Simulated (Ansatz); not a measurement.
bcc Ti (high-temperature phase), treated with r²SCAN (plane waves, PAW; Ansatz, a first-principles code).

Settings: plane-wave cutoff 560 eV, 24×24×24 k mesh, Fermi–Dirac smearing 0.05 eV, no spin polarisation, scalar-relativistic PAW data made under PBE.

Cell (relaxed at this level):

```cif
data_Ti2
_chemical_formula_sum 'Ti2'
_space_group_name_H-M_alt 'Im-3m'
_space_group_IT_number 229
_space_group_name_Hall '-I 4 2 3'
_cell_length_a 3.25308
_cell_length_b 3.25308
_cell_length_c 3.25308
_cell_angle_alpha 90.000
_cell_angle_beta 90.000
_cell_angle_gamma 90.000
loop_
_atom_site_label
_atom_site_type_symbol
_atom_site_symmetry_multiplicity
_atom_site_Wyckoff_symbol
_atom_site_fract_x
_atom_site_fract_y
_atom_site_fract_z
_atom_site_occupancy
Ti1 Ti 2 a 0.00000 0.00000 0.00000 1
```
(The calculation used a cell of 1 atom; values per cell refer to that cell.)

Problem. Predict the bulk modulus.

Solution. 
* **bulk modulus**: 111 GPa

The run finds no gap.

Note: the bulk modulus is −V dP/dV from two relaxed cells at ±2 % in volume; symmetry holds this phase in the static calculation, where it need not be a minimum; held by symmetry at 0 K, a high-temperature phase can be a saddle point.

Computed values are for the static lattice.
